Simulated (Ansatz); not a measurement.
**fcc Al (1 1 1) on corundum (0 0 1) (film strained to the substrate, faces as cut)**

A periodic stack without vacuum, fcc Al (1 1 1) on corundum (0 0 1) (film strained to the substrate, faces as cut): substrate slab Al12O18, film Al12, surface cells [[1, 0], [0, 1]] and [[1, -2], [1, 1]], film strained by -2.9 and -2.9 %, faces Al/Al and Al/Al as cut (like faces can put a slab off its formula).

The start was prepared with a machine-learned potential, and the result is one local minimum, with the in-plane cell held and forces under 0.04 eV/Å; the film can end far from its bulk form.

Calculation: PBE (plane waves to 420 eV, PAW; Ansatz, a first-principles code). Scalar-relativistic, without spin–orbit coupling; the runs are not spin-polarised; PBE gaps are too small against experiment. Its k-point mesh 6×6×1, Fermi–Dirac width 0.05 eV.

interface area: 20.0 Å²
period: 24.03 Å
gaps between the outermost planes at the two interfaces: 1.64 and 2.33 Å
Al–Al contacts across the interfaces within 1.22 times the sum of covalent radii: 6, mean 2.84 Å
Al–O contacts across the interfaces within 1.22 times the sum of covalent radii: 1, mean 1.96 Å

```
CELL_PARAMETERS angstrom
      4.80868     0.00009    -0.02604
     -2.40426     4.16435     0.04261
      0.66899    -1.21440    24.02136
ATOMIC_POSITIONS crystal
  Al 0.99675 0.06868 0.12740
  Al 0.66311 0.38659 0.06110
  Al 0.32995 0.73301 0.11632
  Al 0.66460 0.42145 0.20460
  O  0.67193 0.04396 0.07890
  O  0.30710 0.38127 0.07889
  O  0.64119 0.74815 0.16950
  O  0.32878 0.05462 0.16954
  O  0.02233 0.43510 0.16959
  O  0.00898 0.74570 0.07939
  Al 0.66668 0.44919 0.31620
  Al 0.33159 0.75981 0.22518
  Al 0.99953 0.11115 0.29502
  Al 0.33296 0.79923 0.38598
  O  0.36071 0.43685 0.26096
  O  0.97221 0.74113 0.26098
  O  0.30623 0.12491 0.35207
  O  0.00158 0.43081 0.35135
  O  0.69424 0.81813 0.35220
  O  0.66383 0.12840 0.26103
  Al 0.34878 0.83695 0.49563
  Al 0.00170 0.13853 0.40682
  Al 0.66612 0.49587 0.48210
  Al 0.01878 0.16703 0.55507
  O  0.02882 0.81006 0.44329
  O  0.65146 0.13339 0.44281
  O  0.01862 0.53603 0.54320
  O  0.67597 0.82467 0.52980
  O  0.37365 0.19017 0.53091
  O  0.33249 0.50757 0.44352
  Al 0.66170 0.95527 0.65773
  Al 0.33894 0.29259 0.65788
  Al 0.99815 0.62692 0.62321
  Al 0.66087 0.30439 0.76000
  Al 0.32145 0.63438 0.75665
  Al 0.99216 0.96432 0.75247
  Al 0.66161 0.66353 0.86090
  Al 0.32572 0.99779 0.86119
  Al 0.99221 0.32928 0.85950
  Al 0.65555 0.01742 0.96367
  Al 0.31793 0.35396 0.96434
  Al 0.99303 0.69128 0.96176
```
